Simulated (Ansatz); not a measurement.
Response to strain in hypothetical zinc blende PbTe

The reference is PbTe in the zinc blende structure (space group F-43m, No. 216; a = 7.3355 Å; a hypothetical phase, not in the database extracts checked). Axes: x, y, z lie along the cube axes.

Strains are applied to the cell and any free atomic positions relax; under biaxial strain the out-of-plane vector relaxes too.

Levels (all Ansatz, a first-principles code, PAW): PBE (420 eV, scalar-relativistic without spin-orbit coupling); r2SCAN (500 eV, no spin-orbit coupling).

The base cell above is that of PBE; each level relaxes its own structures.

Notes on the quantities. pressure: mean of the normal stresses, compression positive.

| case | pressure, PBE | pressure, r2SCAN |
|---|---|---|
| biaxial strain +2.94 %, plane normal [001], relaxed out of plane | -0.17 GPa | -0.08 GPa |
| isotropic strain −3.61 % | 3.40 GPa | 3.72 GPa |
| isotropic strain −1.26 % | 1.01 GPa | 1.11 GPa |
| uniaxial strain ε_xx = −1.35 % | 0.34 GPa | 0.37 GPa |
| uniaxial strain ε_xx = +0.28 % | -0.07 GPa | -0.07 GPa |
| uniaxial strain ε_xx = +5.22 % | -1.16 GPa | -1.27 GPa |
| strain tensor (xx, yy, zz, yz, xz, xy) = (−0.64, −2.24, +1.18, −0.28, −0.94, +0.16) % | 0.41 GPa | 0.45 GPa |

The two levels differ by at most about 0.32 GPa. They put the cases in the same order.

Whether these cells are dynamically stable was not tested.
